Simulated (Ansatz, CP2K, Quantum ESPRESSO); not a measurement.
LuGa₅Co (P4/mmm, 7 atoms in the cell) computed with different codes at matched settings

Self-consistent single point.

```xyz
7
Lattice="4.2053 0.0000 0.0000 0.0000 4.2053 0.0000 0.0000 0.0000 6.7510" Properties=species:S:1:pos:R:3 pbc="T T T"
Lu     0.0000     0.0000     0.0000
Ga     0.0000     2.1027     2.0775
Ga     0.0000     2.1027     4.6735
Ga     2.1027     0.0000     2.0775
Ga     2.1027     0.0000     4.6735
Ga     2.1027     2.1027     0.0000
Co     0.0000     0.0000     3.3755
```

Shared settings, as Ansatz (a first-principles code) writes them: kpoints.mp_grid.grid = 5 5 3; scf.occupations.method = fermi_dirac; scf.occupations.width = 0.0073 Ry. Potentials and cutoffs stand in the table.

```
code                                                                                             model  pressure (GPa)  largest force (eV/Å)       cutoff
----------------  ------------------------------------------------------------------------------------  --------------  --------------------  -----------
Ansatz                                                             LDA (PW92), PAW files made with PBE           -8.42                 0.085      30.9 Ry
CP2K              LDA (Pade form), GPW, DZVP-MOLOPT-SR-GTH basis, GTH-PADE potentials (GTH_POTENTIALS)           -7.86                 0.023  grid 600 Ry
Quantum ESPRESSO                  LDA (PZ), PseudoDojo standard norm-conserving (PBE) pseudopotentials           -9.21                 0.079       100 Ry
```

On Ansatz's run: spin-orbit coupling is off. Spin polarisation is off.

The spread over the programs that give each value: pressure within 1.35 GPa; largest force within 0.062 eV/Å.

CP2K uses small atom-centred bases, whose incompleteness enters pressures, forces and empty levels differently from a plane-wave cutoff. Ansatz's pressure is given at a fixed set of plane waves, as the other plane-wave codes print theirs; with its correction for the finite basis it is -8.38 GPa. The same LDA comes in different parametrisations, which differ slightly.

The starting cell comes from a database of computed structures (which also holds hypothetical and non-ambient phases and stackings), without a prior relaxation at this level.

Keys are those of Ansatz 0.2.
